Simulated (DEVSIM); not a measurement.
System: Schottky contact on p-type Si, at 400 K.

| layer (left to right) | material | thickness (μm) | Na (cm⁻³) | τn (s) | τp (s) |
|---|---|---|---|---|---|
| 1 | Si | 5.90 | 4.3e16 | 5.5e-6 | 5.5e-6 |

Left contact: Schottky, work function 4.614 eV, emission velocity 3.7e6 cm/s. Right contact: ohmic. Voltage is applied to the left contact. Recombination: SRH at mid-gap. Mobility is constant in doping.

The device is made up for the run: typed textbook-type constants, with dimensions and the other settings drawn at random. Values at 300 K; Nc and Nv go as T^1.5, mobilities as T to minus their exponent, the gap by Varshni's rule with the affinity fixed.

```
parameter               Si
----------------  --------
gap (eV)             1.124
affinity (eV)         4.05
permittivity          11.7
Nc (cm⁻³)          2.86e19
Nv (cm⁻³)           3.1e19
μn (cm²/Vs)           1417
μp (cm²/Vs)            470
T exponent of μn       2.3
T exponent of μp       2.2
Varshni α (eV/K)  0.000473
Varshni β (K)          636
```

Simulated with DEVSIM: 1D drift-diffusion, Boltzmann statistics, complete ionisation; no tunnelling, impact ionisation, image-force lowering or self-heating. Metal contacts follow the ideal Schottky-Mott rule: no Fermi-level pinning, no interface dipoles.

Q: Tabulate band edges, carrier densities and field at zero bias.

A: Energies count from the Fermi level of the right contact; mesh points crowd at the junctions.

```tsv
x (μm)	Ec (eV)	Ev (eV)	n (cm⁻³)	p (cm⁻³)	field (V/cm)
0.000	0.564	-0.532	3.4e12	9.3e12	58000
0.01208	0.630	-0.467	5.1e11	6.3e13	50000
0.03243	0.718	-0.378	3.9e10	8.3e14	37000
0.06070	0.798	-0.299	3.9e9	8.2e15	20000
0.1254	0.850	-0.246	8.5e8	3.8e16	1900
0.2001	0.855	-0.242	7.5e8	4.3e16	74
0.3260	0.855	-0.242	7.5e8	4.3e16	≈ 0
0.5685	0.855	-0.242	7.5e8	4.3e16	≈ 0
0.9010	0.855	-0.242	7.5e8	4.3e16	≈ 0
1.363	0.855	-0.242	7.5e8	4.3e16	≈ 0
2.055	0.855	-0.242	7.5e8	4.3e16	≈ 0
3.495	0.855	-0.242	7.5e8	4.3e16	≈ 0
4.368	0.855	-0.242	7.5e8	4.3e16	≈ 0
4.886	0.855	-0.242	7.5e8	4.3e16	≈ 0
5.335	0.855	-0.242	7.5e8	4.3e16	≈ 0
5.531	0.855	-0.242	7.5e8	4.3e16	≈ 0
5.662	0.855	-0.242	7.5e8	4.3e16	≈ 0
5.756	0.855	-0.242	7.5e8	4.3e16	≈ 0
5.829	0.855	-0.242	7.5e8	4.3e16	≈ 0
5.861	0.855	-0.242	7.5e8	4.3e16	≈ 0
5.882	0.855	-0.242	7.5e8	4.3e16	≈ 0
5.900	0.855	-0.242	7.5e8	4.3e16	≈ 0
```
